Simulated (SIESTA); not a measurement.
Band structure of MgSbF6 (R-3, 8 atoms in the cell).

```xyz
8
Lattice="2.7697 1.5991 4.7241 -2.7697 1.5991 4.7241 0.0000 -3.1982 4.7241" Properties=species:S:1:pos:R:3 pbc="T T T"
Mg     0.0000     0.0000     7.0861
Sb     0.0000     0.0000     0.0000
F      1.6281     0.3569     5.9236
F     -1.6281    -0.3569     8.2486
F     -1.1232     1.2315     5.9236
F      1.1232    -1.2315     8.2486
F     -0.5050    -1.5885     5.9236
F      0.5050     1.5885     8.2486
```

Method of the run: SIESTA 5.4.2 with GGA PBEsol, numerical atomic orbitals DZP, PseudoDojo PBEsol standard norm-conserving potentials (rewritten from UPF to PSML).

Settings: XC.functional = GGA; XC.authors = PBEsol; potentials = PseudoDojo PBEsol standard; PAO.BasisSize = DZP; PAO.EnergyShift = 0.01 Ry; MeshCutoff = 300 Ry; kgrid.MonkhorstPack = 5 5 5; OccupationFunction = MP; OccupationMPOrder = 0; ElectronicTemperature = 272 meV; MaxSCFIterations = 150; SCF.Mixer.Method = Pulay; SCF.Mixer.Weight = 0.2; SCF.Mixer.History = 8.

The starting cell comes from a database of computed structures (which also holds hypothetical and non-ambient phases and stackings), without a prior relaxation at this level. Its lattice was rescaled by a random factor within 2.5 % of one. Spin-orbit coupling is off. Values carry the incompleteness of an atom-centred basis.

Levels in eV from the Fermi level, bands 30 to 35:
```
point     30     31     32     33     34    35
-----  -----  -----  -----  -----  -----  ----
Γ      -3.39  -3.39  -3.07  -3.07  -0.78  5.55
L      -3.33  -3.29  -3.24  -3.21   0.02  4.53
B1     -3.46  -3.44  -3.26  -3.24   0.17  5.28
B      -3.46  -3.44  -3.26  -3.24   0.17  5.28
Z      -3.33  -3.33  -3.28  -3.28   0.12  4.55
X      -3.44  -3.39  -3.32  -3.19   0.14  5.11
Q      -3.44  -3.39  -3.32  -3.19   0.14  5.11
F      -3.44  -3.44  -3.43  -3.13   0.12  5.45
P1     -3.42  -3.40  -3.38  -3.18   0.16  5.27
P      -3.42  -3.40  -3.38  -3.18   0.16  5.27
```

Bands cross the Fermi level along this path, so the cell is metallic at this level.

Higher empty bands are left out: an atom-centred basis made for the valence describes them poorly.
